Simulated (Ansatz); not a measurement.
ZrB2: stress against strain

ZrB2 (AlB2 type, P6/mmm, 10.076 Å³/atom at rest, c along z) under an equal strain ε in the (0001) plane with the normal axis free, as in a coherent film. PBEsol in Ansatz, a plane-wave DFT program (PAW, default set), 420 eV, 21×21×17 Γ-centred mesh, Fermi-Dirac smearing 0.10 eV; ions are relaxed within the symmetry of each cell. Stress is positive for a compressed cell.

Here s stands for strain and y for stress xx.

| strain (%) | stress xx (GPa) |
|---|---|
| -3.00 | ? |
| -1.50 | 9.00 |
| -1.00 | 5.90 |
| -0.50 | 2.90 |
| 0.00 | 0.00 |
| 0.50 | -2.81 |
| 1.00 | -5.51 |
| 1.50 | -8.11 |

The 7 complete rows are fitted with a straight line, y against s. Means: s 0, y 0.196. About the means, the sum of products is -39.930 and the sum of squares of s is 7.0000; the slope is their ratio. Least squares gives y = 0.196 - 5.7043·s. Residuals (row less fit): 0.248, 0.000, -0.148, -0.196, -0.154, -0.002, 0.250; standard error 0.204 (degrees of freedom: 5). The slope gives the biaxial elastic modulus of this plane = 570 ± 8 GPa.

**Question.** Predict the withheld y at s = -3.00 from the fit, and compare with the calculation.

**Answer.** y = 0.196 - 5.7043 × (-3.0) = 17.309 GPa. The calculation gives 18.89 GPa, 1.581 GPa above the prediction (5.9 % of the range of y in the table). The row lies outside the fitted rows, so this is an extrapolation. From the scatter of the fitted rows alone, a prediction at this place has a standard error of 0.318 GPa, so the miss is 5.0 times that.

One order more, fitted to all 13 runs of the series, follows each within 0.01, so the miss is the next term of a smooth law. In a metal these values are sensitive to mesh and smearing; energies are taken to zero smearing, stresses follow the free energy. Rows are the converged runs of the series near zero and its far end; series whose fitted rows scatter by over a few per cent of the range, as at a crossing or softening among them, aren't shown in this form. Most that stay on the fit to the last digits aren't either.
